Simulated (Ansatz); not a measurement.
Results of PBEsol (PAW; Ansatz, a quantum-chemistry and plane-wave program) for HfTe₂ (model structure, started from the rutile type, P4₂/mnm, No. 136, 6 atoms in the cell).

Output (set-up and result lines):

```
Crystal: 6 atoms, lattice volume = 187.122 Å³
Basis set: ecut = 520 eV, 5059 PW (Γ), exchange–correlation on 108×108×60 points (8 copies of the dense FFT grid, shifted against one another)
Bands: 70, of which v1, the nominal top of the filled ones, is band 58 counted from 1 (57 counted from 0)
Symmetry: 16 space group operations
Space group: P42/mnm (ITA 136), of the structure as read, at distance tolerance 5.7e-5 Å
k-points: 120 of 896
Functional: x = pbesol(κ = 0.804, μ = 0.12345679012345678), c = pbesol(β = 0.046)
SCF iter   1: F=—  HF=-58806.003667 eV  |F-HF|=—  |Δ(HF+E_count)|=         —  Δρ=4.66e-3  dr2=1.06e-1
SCF iter   2: F=—  HF=-58806.040985 eV  |F-HF|=—  |Δ(HF+E_count)|=   3.73e-2  Δρ=6.72e-3  dr2=2.78e-1
  ...
SCF iter  10: F=—  HF=-58805.982333 eV  |F-HF|=—  |Δ(HF+E_count)|=  5.89e-10  Δρ=9.99e-7  dr2=3.06e-9
SCF iter  11: F=-58805.982333 eV  HF=-58805.982333 eV  |F-HF|=1.67e-10  |Δ(HF+E_count)|=  6.33e-10  Δρ=3.47e-7  dr2=2.62e-10
SCF 1 converged in 11 iterations: F = -58805.982333 eV  dr2 = 2.62e-10
SCF converged after 11 iterations
Free energy (F): -58805.982333 eV
Internal energy: -58805.974935 eV  (E = F + TS)
E sigma→0 (E₀):  -58805.978634 eV
Fermi energy:    10.574160 eV
--- Stress (GPa, compression-positive) ---
        0.002164       0.000000       0.000000
        0.000000       0.002164       0.000000
        0.000000       0.000000       0.000231
  P = ⅓ Tr σ = 0.0015 GPa (0.015 kbar)
```

Question: Write an input file that could have produced this run (the log leaves some choices open).

Answer: This is not unique; one that fits is 
Ansatz 0.2 input:
```yaml
crystal:
  lattice:
    - [6.9069803293, 0.0, 0.0]
    - [0.0, 6.9069803293, 0.0]
    - [0.0, 0.0, 3.9223717661]
  atoms:
    - { symbol: Hf, position: [0.0, 0.0, 0.0] }
    - { symbol: Hf, position: [0.5, 0.5, 0.5] }
    - { symbol: Te, position: [0.2959459188, 0.2959459188, 0.0] }
    - { symbol: Te, position: [0.7959459188, 0.2040540812, 0.5] }
    - { symbol: Te, position: [0.2040540812, 0.7959459188, 0.5] }
    - { symbol: Te, position: [0.7040540812, 0.7040540812, 0.0] }
basis:
  ecutwfc: 520
  ecutrho_ratio: 4
  xc_grid: 2
kpoints:
  mp_grid: { grid: [8, 8, 14] }
hamiltonian:
  xc: pbesol
  dispersion: none
  pseudopotentials: { kind: paw }
scf:
  occupations: { method: fermi_dirac, width: 0.05 }
  convergence: { dr2_threshold: 0.0000000006 }
output:
  forces: true
  stress: true
  eigenvalues: true
```

The PAW data were made under PBE.

Note: the relaxation could raise the start's symmetry but not lower it, so the cell can be a saddle point.

The result took about 80 core-seconds (a rough figure).

A model structure was made by putting elements into a prototype or built by hand; it is no filed structure, need not be a known phase, and can be a saddle point held by its symmetry.
